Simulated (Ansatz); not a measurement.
Take LiCl in the rock salt structure (space group Fm-3m, No. 225; a = 5.064 Å) as the base.

All numbers come from PBEsol, PAW, 420 eV (Ansatz, a program for electronic structure; without spin-orbit coupling).

Before the change:

- Gap character = direct at Γ
- Width of the top valence band = 1.20 eV

It is then changed as follows: hydrostatic tension (pressure −2 GPa).

Question: Estimate the effect on the gap character.

Answer: The gap character stays direct at Γ.

Question: Estimate the effect on the width of the top valence band.

Answer: The width of the top valence band falls by 0.126 eV to 1.08 eV.

Question: What happens to the mean gap deformation potential ΔEg/Δln V?

Answer: The mean gap deformation potential ΔEg/Δln V is -5.7 eV.

Load acts through the strain it causes; cell and atoms are relaxed under it. No phonon test of stability was made.
